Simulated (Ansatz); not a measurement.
Functionals compared on the (100) surface of monoclinic ZrO2 in its 1x1 cell (cut with top plane 2 O, bottom plane 2 O), outermost plane spacing 1.08 Å in the ideal cut, in Ansatz (plane waves, PAW). The structure was relaxed with PBE; the other rows are single points on it, each with its references at the same level. Cutoff 420 eV (500 eV for r2SCAN). Ionisation potential less electron affinity is the bulk band gap; PBE's edges come from a band calculation, the others move with the bulk's levels on the slab's mesh. HSE06 used the coarser mesh 3x3x1.

Slab: 36 atoms, O24Zr12, 14.7 Å thick at the start; k 5x5x1, smearing 0.025 eV, dipole-corrected; all atoms relaxed; held to the start's symmetry, so lower structures may exist; no spin, no spin-orbit, no U. These notes are the PBE run's.

```csv
functional,surface energy (J/m²),ionisation potential (eV),electron affinity (eV),rough cost of the single point
PBE,1.41,7.43,3.78,–
LDA,1.78,7.77,4.23,roughly 5 core-minutes
PBEsol,1.57,7.46,3.88,around 4 core-minutes (rough)
RPBE,1.20,7.29,3.58,about 4 core-minutes (a rough figure)
r2SCAN,1.70,7.80,3.67,around 7 core-minutes (rough)
HSE06,1.60,8.55,3.35,roughly 60 core-minutes
```

Ansatz is a first-principles code.
